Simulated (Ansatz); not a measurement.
# SrO under load (space group I4/mmm): band-edge transport data

```
CELL_PARAMETERS angstrom
      0.00000     2.58634     2.45315
      2.58634     0.00000     2.45315
      2.58634     2.58634     0.00000
ATOMIC_POSITIONS crystal
  Sr 0.00000 0.00000 0.00000
  O  0.50000 0.50000 0.50000
```

The numbers are results of r2SCAN, rigid bands (plane waves, PAW, scalar-relativistic; Ansatz, a first-principles code), not measurements. Condition of this run: uniaxial stress along [001] of 9 GPa (compression positive) (the target of the relaxation). Geometry: cell and atoms relaxed with PBEsol, then loaded as said.

```
Item                                                                   Result
--------------------------------------------  -------------------------------
band gap                                                              3.48 eV
electron conductivity mass (300 K, dilute)    0.40 (x), 0.40 (y), 1.16 (z) mₑ
hole conductivity mass (300 K, dilute)          5.9 (x), 5.9 (y), 0.39 (z) mₑ
effective density of states N_c (300 K)                           1.1e19 cm⁻³
effective density of states N_v (300 K)                           2.1e20 cm⁻³
density-of-states mass, electrons                                     0.57 mₑ
density-of-states mass, holes                                          4.1 mₑ
Seebeck coefficient, n-type 1e19 cm⁻³, 300 K                        -228 μV/K
Seebeck coefficient, p-type 1e19 cm⁻³, 300 K                         498 μV/K
```

Rigid bands; masses and Seebeck coefficients take one relaxation time τ for all states and one kind of carrier; polarons and phonon drag are left out. Spin-orbit coupling is left out; where it splits the top of the valence band, N_v and the p-type Seebeck coefficient come out somewhat high without it. Geometry: cell and atoms relaxed with PBEsol.
